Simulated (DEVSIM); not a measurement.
Device: Schottky contact on n-type β-Ga2O3, at 300 K.

```csv
layer (left to right),material,thickness (μm),Nd (cm⁻³),τn (s),τp (s)
1,β-Ga2O3,1.20,4.5e17,4.3e-9,4.3e-9
```

Left contact: Schottky, work function 4.87 eV, emission velocity 3.1e6 cm/s. Right contact: ohmic. Voltage is applied to the left contact. Recombination: SRH at mid-gap, radiative. Mobility is μmin + (μ − μmin)/(1 + (N/Nref)^α).

The device is made up for the run: typed textbook-type constants, with dimensions and the other settings drawn at random. Values at 300 K.

```tsv
parameter	β-Ga2O3
gap (eV)	4.8
affinity (eV)	4
permittivity	10
Nc (cm⁻³)	3.7e18
Nv (cm⁻³)	5e20
μn (cm²/Vs)	160
μp (cm²/Vs)	1
μn,min	20
μp,min	0.1
Nref,n	1e18
Nref,p	1e18
αn	0.8
αp	0.8
B (cm³/s)	1e-12
```

Model (solved in DEVSIM): 1D drift-diffusion, Boltzmann statistics, complete ionisation; no tunnelling, impact ionisation, image-force lowering or self-heating. Metal contacts follow the ideal Schottky-Mott rule: no Fermi-level pinning, no interface dipoles.

Problem. Tabulate band edges, carrier densities and field at -10.0 V on the left contact.

Solution. Energies count from the Fermi level of the right contact; mesh points crowd at the junctions.

```
x (μm)    Ec (eV)  Ev (eV)  n (cm⁻³)  p (cm⁻³)  field (V/cm)
--------  -------  -------  --------  --------  ------------
0.000      10.870    6.070       180     < 1e2      -1300000
0.007897    9.848    5.048       190     < 1e2      -1300000
0.01828     8.582    3.782       210     < 1e2      -1200000
0.03422     6.810    2.010       240     < 1e2      -1000000
0.05926     4.444   -0.356       290     < 1e2       -840000
0.08584     2.490   -2.310       400     < 1e2       -630000
0.1266      0.611   -4.189     2.0e8     < 1e2       -290000
0.1907      0.055   -4.745    4.5e17     < 1e2          -350
0.2701      0.054   -4.745    4.5e17     < 1e2           ≈ 0
0.3631      0.054   -4.745    4.5e17     < 1e2           ≈ 0
0.4855      0.054   -4.745    4.5e17     < 1e2           ≈ 0
0.6906      0.054   -4.745    4.5e17     < 1e2           ≈ 0
0.8187      0.054   -4.745    4.5e17     < 1e2           ≈ 0
0.9161      0.054   -4.745    4.5e17     < 1e2           ≈ 0
1.016       0.054   -4.745    4.5e17     < 1e2           ≈ 0
1.066       0.054   -4.745    4.5e17     < 1e2           ≈ 0
1.104       0.054   -4.745    4.5e17     < 1e2           ≈ 0
1.133       0.054   -4.745    4.5e17     < 1e2           ≈ 0
1.163       0.054   -4.745    4.5e17     < 1e2           ≈ 0
1.178       0.054   -4.745    4.5e17     < 1e2           ≈ 0
1.189       0.054   -4.745    4.5e17     < 1e2           ≈ 0
1.200       0.054   -4.745    4.5e17     < 1e2           ≈ 0
```
